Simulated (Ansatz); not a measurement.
rock-salt TaC (1 1 1) on wurtzite ZnO (1 0 0) (film strained to the substrate, started from cuts of the bulks and a machine-learned relaxation; slabs Zn10O10 and C8Ta8, which can lie off the formulas)

A periodic stack without vacuum, rock-salt TaC (1 1 1) on wurtzite ZnO (1 0 0) (film strained to the substrate, started from cuts of the bulks and a machine-learned relaxation; slabs Zn10O10 and C8Ta8, which can lie off the formulas): substrate slab Zn10O10, film C8Ta8, surface cells [[0, 1], [-1, 0]] and [[-1, 2], [-1, 0]], film strained by -3.4 and +3.6 %, outermost planes OZn/OZn and C/Ta as cut, which need not be the usual terminations and can put a slab off its formula.

The start was prepared with a machine-learned potential, and the result is one local minimum, with the in-plane cell held and forces under 0.04 eV/Å; the film can end far from its bulk form.

These are PBE (plane waves to 420 eV, PAW; Ansatz, a program for electronic structure) values and carry that method's errors. No spin–orbit coupling; the runs are not spin-polarised; PBE gaps are too small against experiment. Its k-point mesh 6×9×1, Fermi–Dirac width 0.05 eV.

The interface area comes out as 17.4 Å² and the period is 25.80 Å. The heights between the nearest atoms of the two slabs at the two interfaces is 1.21 and 1.88 Å and the Ta–Zn contacts across the interfaces within 1.22 times the sum of covalent radii is 5, mean 2.87 Å. The O–Ta contacts across the interfaces within 1.22 times the sum of covalent radii is 2, mean 1.89 Å and the C–Zn contacts across the interfaces within 1.22 times the sum of covalent radii is 2, mean 2.08 Å. The estimate of the barrier comes out as withheld, since the two interfaces are unlike.

```yaml
crystal:
  lattice:
    - [5.29347, 0.00070, -0.07383]
    - [0.00045, 3.27852, 0.09950]
    - [-1.69623, 0.82119, 25.86558]
  atoms:
    - { symbol: Zn, position: [0.42184, 0.38185, 0.03864] }
    - { symbol: Zn, position: [0.98853, 0.34467, 0.10980] }
    - { symbol: O, position: [0.84759, 0.38211, 0.03712] }
    - { symbol: O, position: [0.37047, 0.34365, 0.11218] }
    - { symbol: Zn, position: [0.50918, 0.82594, 0.14831] }
    - { symbol: Zn, position: [0.03590, 0.78903, 0.22054] }
    - { symbol: O, position: [0.88637, 0.82655, 0.14689] }
    - { symbol: O, position: [0.41510, 0.78856, 0.22129] }
    - { symbol: Zn, position: [0.55061, 0.27063, 0.25789] }
    - { symbol: Zn, position: [0.07923, 0.23383, 0.33069] }
    - { symbol: O, position: [0.92948, 0.27097, 0.25739] }
    - { symbol: O, position: [0.45855, 0.23339, 0.33137] }
    - { symbol: Zn, position: [0.59432, 0.71565, 0.36766] }
    - { symbol: Zn, position: [0.12460, 0.67889, 0.44075] }
    - { symbol: O, position: [0.97349, 0.71562, 0.36786] }
    - { symbol: O, position: [0.50344, 0.67821, 0.44157] }
    - { symbol: Zn, position: [0.63921, 0.16076, 0.47745] }
    - { symbol: Zn, position: [0.15258, 0.12223, 0.55070] }
    - { symbol: O, position: [0.01714, 0.16056, 0.47794] }
    - { symbol: O, position: [0.54186, 0.12269, 0.55008] }
    - { symbol: C, position: [0.09789, 0.59914, 0.59771] }
    - { symbol: C, position: [0.87674, 0.58578, 0.62473] }
    - { symbol: C, position: [0.01232, 0.54104, 0.71568] }
    - { symbol: C, position: [0.50066, 0.04462, 0.70838] }
    - { symbol: C, position: [0.71987, 0.49385, 0.81143] }
    - { symbol: C, position: [0.21882, 0.99422, 0.81074] }
    - { symbol: C, position: [0.43799, 0.44488, 0.91099] }
    - { symbol: C, position: [0.92961, 0.94360, 0.91361] }
    - { symbol: Ta, position: [0.13441, 0.06493, 0.66704] }
    - { symbol: Ta, position: [0.60512, 0.08670, 0.62283] }
    - { symbol: Ta, position: [0.85588, 0.02006, 0.75848] }
    - { symbol: Ta, position: [0.36870, 0.51917, 0.76024] }
    - { symbol: Ta, position: [0.57855, 0.96881, 0.86213] }
    - { symbol: Ta, position: [0.07321, 0.46932, 0.86101] }
    - { symbol: Ta, position: [0.29305, 0.92398, 0.95346] }
    - { symbol: Ta, position: [0.79217, 0.41874, 0.96408] }
```
